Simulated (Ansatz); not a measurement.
Start from Nb in the bcc (W type) structure (space group Im-3m, No. 229; a = 3.271 Å).

The values are results of PBEsol, PAW, 420 eV (Ansatz, a program for electronic structure; no spin-orbit coupling), not measurements.

Base values:

| Quantity | Result |
|---|---|
| Lattice parameter a | 3.271 Å |

Now apply this change: V takes the place of Nb on all its sites, then cell and atoms are relaxed.

Tabulated Pauling electronegativity and covalent radius: Nb 1.60, 1.64 Å; V 1.63, 1.53 Å.

Problem. Predict the new lattice parameter a.

Solution. The lattice parameter a falls by 0.3126 Å (3.271 Å → 2.959 Å).

Whether these cells are dynamically stable was not tested. Starting moments died away, wholly or in part, for Nb → V; another magnetic solution may exist. The final runs are not spin-polarised.
